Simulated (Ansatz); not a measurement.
Start from PbS (space group P6_3/mmc, No. 194; a = 5.0012 Å, c = 5.9825 Å; a hypothetical phase, not in the database extracts checked).

Perturbation: cell and atoms relaxed at a pressure of 0.7 GPa.

Levels (all Ansatz, a first-principles code, PAW): r2SCAN (500 eV, no SOC); HSE06 (420 eV, no SOC).

The geometry is relaxed with r2SCAN.

| Property | Value |
|---|---|
| r2SCAN lowest conduction level above the VBM at special points | H 1.70 eV; L 1.87 eV; Γ 2.18 eV |

With HSE06 at the same geometry, the lowest conduction level above the VBM at special points becomes H 1.94 eV; L 2.12 eV; Γ 2.53 eV (r2SCAN: H 1.70 eV; L 1.87 eV; Γ 2.18 eV).

Single points use the geometry relaxed with r2SCAN. Their cutoffs differ, which shifts pressures a little. HSE06 gaps are upper bounds (no full band path). The levels and masses belong to the bands next to the band gap. Load acts through the strain it causes; cell and atoms are relaxed under it. Stability against distortions was not tested. The base started in P6_3mc and relaxed to P6_3/mmc at this level.
